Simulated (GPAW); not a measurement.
**Energy against c/a at fixed volume: hcp Y (space group 194) (GPAW, PBEsol)**

```yaml
crystal:
  lattice:
    - [3.63332, 0.00000, 0.00000]
    - [-1.81666, 3.14655, 0.00000]
    - [0.00000, 0.00000, 5.47567]
  atoms:
    - { symbol: Y, position: [0.66667, 0.33333, 0.75000] }
    - { symbol: Y, position: [0.33333, 0.66667, 0.25000] }
```

Method: PBEsol, GPAW PAW datasets PBEsol (made by gpaw-setup) (plane waves; GPAW 25.7.0). Settings: mode = pw; ecut = 585 eV; xc = PBEsol; kpts = 22 22 12; mesh shift (steps) = 0 0 0; occupations.name = fermi-dirac; occupations.width = 0.05 eV; nbands = -10; convergence.density = 1e-06 e/electron; convergence.energy = 1e-06 eV/electron; symmetry.symmorphic = false; symmetry.tolerance = 0.0005; maxiter = 150. The cell above is the first row's. The rows change c/a at fixed volume. In all rows fractional positions and the k mesh are held. E is the free energy at the stated smearing, counted from the lowest row.

```
c/a     E (meV/atom)
------  ------------
1.5071             ?
1.5228          1.44
1.5385          0.31
1.5542          0.00
1.5699          0.45
1.5856          1.63
1.6013          3.51
1.6170          6.04
1.6327          9.16
```

The 8 complete rows are fitted with a cubic, E against c/a. With u = c/a - 1.58, the rows have u = -0.05720, -0.04150, -0.02580, -0.01010, 0.00560, 0.02130, 0.03700, 0.05270. Least squares gives E = 1.132 + 82.08·u + 1427.8·u² - 1775·u³. Residuals (row less fit): -0.001, -0.002, 0.005, 0.000, -0.006, -0.001, 0.006, -0.003; standard error 0.005 (degrees of freedom: 4). The fitted curve has its minimum at c/a = 1.55, where E = -0.01. To one more digit the minimum is at c/a = 1.553; the ideal close-packed ratio is 1.633.

Question: What does the fit predict for E at c/a = 1.5071, and how far is the calculated value from it?

Answer: u = -0.07290, so E = 1.132 + 82.08 × (-0.07290) + 1427.8 × (-0.07290)² - 1775 × (-0.07290)³ = 3.424 meV/atom. The calculation gives 3.43 meV/atom, 0.006 meV/atom above the prediction (0.1 % of the range of E in the table). The row lies outside the fitted rows, so this is an extrapolation. From the scatter of the fitted rows alone, a prediction at this place has a standard error of 0.014 meV/atom, so the miss is 0.4 times that.

Carrying the step between the two nearest rows on in a straight line would have given 2.57, off by 0.86; series whose last step already gives the withheld value aren't shown. The reference cell has the volume at which an earlier scan in this program and functional put its minimum by a fit; axis ratios and inner coordinates come from a measured-size cell. The runs keep the symmetry of the cell, so they don't test it for distortions. The best c/a moves a little with volume. In metals such curves are sensitive to mesh and smearing. Cutoffs and mesh are single choices, not tested for convergence of this quantity. Series with a scatter that would blur these digits, or in which a gap closes, are not shown. Strain series were run only where this level's volume lies within 10 % of a first guess from the measured size.
